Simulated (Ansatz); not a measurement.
Start from CsCaBr3 in the cubic perovskite structure (space group Pm-3m, No. 221; a = 5.640 Å; a cell from a computed database, its experimental status unchecked).

Levels (all Ansatz, an electronic-structure program, PAW): PBEsol (420 eV, no spin-orbit coupling); r2SCAN (500 eV, without spin-orbit coupling).

Its gap is 4.40 eV with PBEsol and 5.29 eV with r2SCAN.

The change: the cell is scaled by 0.9691 in all directions; the atoms relax in the strained cell.

With PBEsol the gap becomes 4.55 eV.

Question: If the r2SCAN correction stayed the same, what would the r2SCAN gap be, and what does the r2SCAN run give?

Answer: A rigid correction of +0.89 eV gives 5.44 eV. The r2SCAN run gives 5.22 eV, so the correction itself changes by -0.22 eV.

Single points use the geometry relaxed with PBEsol. Whether these cells are dynamically stable was not tested. Many cubic perovskites are stable only at high temperature; tilts and polar distortions were not tested.
